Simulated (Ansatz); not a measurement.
The starting structures come from a database of crystals and need not be the phases stable at ambient conditions.

The decay constant κ of evanescent states in the gap governs leakage through a thin film.

Given:

```yaml
crystal:
  lattice:
    - [6.97540, 0.00000, 0.00000]
    - [0.00000, 7.31512, 0.00000]
    - [2.32513, -3.65756, 2.11169]
  atoms:
    - { symbol: Ba, position: [0.50000, 0.00000, 0.00000] }
    - { symbol: Ni, position: [0.00000, 0.00000, 0.00000] }
    - { symbol: F, position: [0.26516, 0.66119, 0.66119] }
    - { symbol: F, position: [0.73484, 0.33881, 0.33882] }
    - { symbol: F, position: [0.92635, 0.33882, 0.67763] }
    - { symbol: F, position: [0.07365, 0.66119, 0.32237] }
    - { symbol: F, position: [0.26516, 0.00000, 0.66119] }
    - { symbol: F, position: [0.73484, 0.00000, 0.33882] }
```

Space group of this cell: R-3m. The cell is taken as given; by r2SCAN its mean pressure is -0.6 GPa.

Transport runs along the normal of the first two printed cell vectors, the (100) plane of the conventional cell.

The gap is the functional's own. No spin-orbit coupling. Mid-gap values are interpolated on the energy grid.

Task: Predict the band gap and the smallest decay constant κ at mid-gap from r2SCAN run with Ansatz (a program for electronic structure).

Result: Gap 2.16 eV on a 14×14×14 mesh; κ = 0.396 1/Å, at the zone centre.
